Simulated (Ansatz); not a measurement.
Given:

```
BN
1.0
    2.55453     0.00000     0.00000
   -1.27726     2.21229     0.00000
    0.00000     0.00000     4.22457
B N
2 2
Direct
  0.66667   0.33333   0.99224
  0.33333   0.66667   0.49224
  0.66667   0.33333   0.63296
  0.33333   0.66667   0.13296
```

No spin polarisation.

0.477 electrons added to each cell, a density of 2.0×10^22 cm⁻³, with a uniform compensating background at fixed cell and a 300 K Fermi–Dirac width.

Computed with DFT with PBE, PAW potentials and a 420 eV plane-wave cutoff in Ansatz (an electronic-structure program), without spin-orbit coupling. Settings: 26×26×14 k-points, 0.0259 eV Fermi–Dirac smearing.

Problem. Predict the gap character and Fermi level from band edge.

Solution. The gap character is indirect, Γ → K and the Fermi level relative to the doped band's edge (positive inside the band; to 0.05 eV) comes out as +2.25 eV.

Carriers are added with a uniform compensating background; total energy and stress of such cells depend on the potential's zero and are not compared; many-body gap narrowing is missing at this level. Stability against distortions was not tested. The cell was made from BN in the wurtzite structure (space group P6_3mc, No. 186) by this change: electrons 2.0×10^22 cm⁻³.
